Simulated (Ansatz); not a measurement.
Given:

End structure of a constructed model of the (100) surface of fcc Cu, a layer of Sn in place of the second plane (bottom of the slab: a bare face, its two planes held):

```xyz
6
Lattice="2.5668 0.0000 0.0000 0.0000 2.5668 0.0000 0.0000 0.0000 25.5000" Properties=species:S:1:pos:R:3 pbc="T T T"
Cu     1.2834     1.2834     8.1705
Cu     0.0000     0.0000     9.9855
Cu     1.2834     1.2834    11.8098
Cu     0.0000     0.0000    13.6250
Sn     1.2834     1.2834    16.1089
Cu     0.0000     0.0000    18.5555
```

Slab: 6 atoms, 9.2 Å thick at the start (thin: gaps and levels are the slab's own); k 15x15x1, smearing 0.1 eV, dipole-corrected; 2 atoms held, the rest relaxed; symmetry of the start imposed; no spin, no spin-orbit, no U. In PBE it is, or lies within 0.01 eV a 1x1 cell of, the lowest of the 2 structures of its composition computed so far; larger cells were not tried.

Problem. Estimate the work function of the top face that PBE in Ansatz (a program for electronic structure) returns for this input.

Solution. 4.88 eV
